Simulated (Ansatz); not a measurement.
# Effect of pressure 45 GPa on TiSi2

Take TiSi2 (space group Cmcm, No. 63; a = 3.5459 Å, b = 13.5650 Å, c = 3.5797 Å) as the base.

Modification: cell and atoms relaxed at a pressure of 45 GPa.

Level of theory: Ansatz (a program for electronic structure) PBE, no spin-orbit coupling, earlier PAW set. Γ-centred 14×14×13 mesh, Fermi–Dirac width 0.05 eV.

```csv
quantity,base,changed,shift
shortest interatomic distance,240.4 pm,231.9 pm,-8.5 pm
enthalpy H = E + PV relative to the base's energy,–,+3.56 eV/atom,–
band gap,zero,zero,–
```

Cost of the whole job for the changed cell (relaxation, final SCF and bands): around 5 core-minutes (rough).

Load acts through the strain it causes; cell and atoms are relaxed under it. No phonon test of stability was made. Competing high-pressure phases were not computed. All final runs are without spin polarisation.
